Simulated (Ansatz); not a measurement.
The parent structure is LaBr3 in the ReO3 type structure (space group Pm-3m, No. 221; a = 5.8029 Å; a hypothetical phase, not in the database extracts checked). Axes: x, y, z lie along the cube axes.

All numbers come from PBEsol, PAW, 420 eV (Ansatz, a first-principles code; without spin-orbit coupling).

A first run, uniaxial strain ε_xx = −0.83 %, gives secant values C11 ≈ 78 GPa and C12 ≈ 4.2 GPa from its stress. A second run applies biaxial strain +0.96 %, plane normal [001], relaxed out of plane.

Question: What does linear elasticity predict for −ε⊥/ε∥ in the second run, and what does the run give?

Answer: Linear elasticity: 2 C12/C11 = 0.11. The run gives 0.11; any difference comes from nonlinear terms at these strains and numerical noise.

No phonon test of stability was made.
